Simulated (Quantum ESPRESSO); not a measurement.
The steps of a band-structure calculation for MnZn (Pm-3m, 2 atoms in the cell) with Quantum ESPRESSO.

Level of theory: PBEsol, GBRV 1.5 ultrasoft (PBESOL) pseudopotentials (plane waves; Quantum ESPRESSO 7.5).

Step 1 (scf):

```fortran
&control
 calculation = 'scf'
 prefix = 'mnzn'
 outdir = './work'
 pseudo_dir = './'
 tprnfor = .true.
 tstress = .true.
/
&system
 ibrav = 0
 celldm(1) = 5.6007324936
 nat = 2
 ntyp = 2
 ecutwfc = 50
 ecutrho = 400
 occupations = 'smearing'
 smearing = 'gauss'
 degauss = 0.0147
 nbnd = 24
 nspin = 2
 starting_magnetization(1) = 0.267
/
&electrons
 conv_thr = 1e-10
 mixing_beta = 0.4
/
ATOMIC_SPECIES
Mn    54.9380  mn_pbesol_v1.5.uspp.F.UPF
Zn    65.3800  zn_pbesol_v1.uspp.F.UPF
ATOMIC_POSITIONS angstrom
Mn    0.0000000000    0.0000000000    0.0000000000
Zn    1.4818900000    1.4818900000    1.4818900000
K_POINTS automatic
9 9 9  1 1 1
CELL_PARAMETERS alat
   1.0000000000     0.0000000000     0.0000000000
   0.0000000000     1.0000000000     0.0000000000
   0.0000000000     0.0000000000     1.0000000000
```

Step 2 (bands):

```fortran
&control
 calculation = 'bands'
 prefix = 'mnzn'
 outdir = './work'
 pseudo_dir = './'
 verbosity = 'high'
/
&system
 ibrav = 0
 celldm(1) = 5.6007324936
 nat = 2
 ntyp = 2
 ecutwfc = 50
 ecutrho = 400
 occupations = 'smearing'
 smearing = 'gauss'
 degauss = 0.0147
 nbnd = 25
 nspin = 2
 starting_magnetization(1) = 0.267
/
&electrons
 conv_thr = 1e-10
 startingwfc = 'random'
 diago_thr_init = 1.0d-6
 diagonalization = 'cg'
/
ATOMIC_SPECIES
Mn    54.9380  mn_pbesol_v1.5.uspp.F.UPF
Zn    65.3800  zn_pbesol_v1.uspp.F.UPF
ATOMIC_POSITIONS angstrom
Mn    0.0000000000    0.0000000000    0.0000000000
Zn    1.4818900000    1.4818900000    1.4818900000
K_POINTS crystal_b
8
  0.00000000   0.00000000   0.00000000  11  ! G
  0.00000000   0.50000000   0.00000000  11  ! X
  0.50000000   0.50000000   0.00000000  15  ! M
  0.00000000   0.00000000   0.00000000  18  ! G
  0.50000000   0.50000000   0.50000000  15  ! R
  0.00000000   0.50000000   0.00000000   1  ! X
  0.50000000   0.50000000   0.00000000  11  ! M
  0.50000000   0.50000000   0.50000000   1  ! R
CELL_PARAMETERS alat
   1.0000000000     0.0000000000     0.0000000000
   0.0000000000     1.0000000000     0.0000000000
   0.0000000000     0.0000000000     1.0000000000
```

Step 3 (bands.x):

```fortran
&bands
 prefix = 'mnzn'
 outdir = './work'
 filband = 'bands.dat'
 lsym = .false.
/
```

Output of bands (abridged):

```
     Atomic positions and unit cell read from directory:
     ./work/mnzn.save/

     Message from routine setup:
     using ibrav=0 with symmetry is DISCOURAGED, use correct ibrav instead
     G-vector sticks info
     --------------------
     sticks:   dense  smooth     PW     G-vecs:    dense   smooth      PW
     Sum         997     497    161                23703     8385    1551

     bravais-lattice index     =            0
   [... lines left out ...]
     unit-cell volume          =     175.6849 (a.u.)^3
     atomic species   magnetization
   [... lines left out ...]

          k = 0.0000 0.0000 0.0000 (  1021 PWs)   bands (ev):

  -109.7775 -64.2144 -64.0783 -64.0783 -64.0784 -33.0563 -33.0563 -33.0563
     6.2121   8.3995   8.3995   9.0934   9.0934   9.0934  13.4765  13.4765
    14.9250  14.9250  14.9250  22.6504  22.6504  22.6504  28.2763  28.2763
    30.2024

          k = 0.0000 0.0455 0.0000 (  1025 PWs)   bands (ev):

  -109.7775 -64.2146 -64.0783 -64.0783 -64.0783 -33.0577 -33.0562 -33.0562
     6.2501   8.4055   8.4076   9.0906   9.0906   9.0953  13.4742  13.4810
    14.9007  14.9007  14.9232  22.3405  22.7178  22.7178  28.2839  28.5000
    30.3639

   [... 81 blocks of this kind left out ...]

 ------ SPIN DOWN ----------

          k = 0.0000 0.0000 0.0000 (  1021 PWs)   bands (ev):

  -109.7238 -64.0304 -64.0304 -64.0304 -60.9840 -29.9004 -29.9004 -29.9004
     6.4160   8.4398   8.4398   9.1480   9.1480   9.1480  15.5010  15.5010
    17.8685  17.8685  17.8685  22.9402  22.9402  22.9402  28.9244  28.9244
    30.8551

          k = 0.0000 0.0455 0.0000 (  1025 PWs)   bands (ev):

  -109.7238 -64.0305 -64.0304 -64.0304 -60.9839 -29.9020 -29.9003 -29.9003
     6.4540   8.4439   8.4483   9.1446   9.1446   9.1493  15.4958  15.5013
    17.8295  17.8295  17.8675  22.6743  23.0213  23.0213  28.9228  29.1225
    31.0106

   [... 81 blocks of this kind left out ...]
```

Output of bands.x (abridged):

```
     Reading xml data from directory:

     ./work/mnzn.save/

     G-vector sticks info
     --------------------
     sticks:   dense  smooth     PW     G-vecs:    dense   smooth      PW
     Sum         997     497    161                23703     8385    1551

     Reading collected, re-writing distributed wavefunctions
     high-symmetry point:  0.0000 0.0000 0.0000   x coordinate   0.0000
     high-symmetry point:  0.0000 0.5000 0.0000   x coordinate   0.5000
     high-symmetry point:  0.5000 0.5000 0.0000   x coordinate   1.0000
     high-symmetry point:  0.0000 0.0000 0.0000   x coordinate   1.7071
     high-symmetry point:  0.5000 0.5000 0.5000   x coordinate   2.5731
     high-symmetry point:  0.0000 0.5000 0.0000   x coordinate   3.2802
     high-symmetry point:  0.5000 0.5000 0.0000   x coordinate   3.2802
     high-symmetry point:  0.5000 0.5000 0.5000   x coordinate   3.7802

     Plottable bands (eV) written to file bands.dat.gnu
     Bands written to file bands.dat

   JOB DONE.
```

The starting cell comes from a database of computed structures (which also holds hypothetical and non-ambient phases and stackings), without a prior relaxation at this level. Its lattice was rescaled by a random factor within 2.5 % of one. With one magnetic atom in the cell only a parallel order is possible.
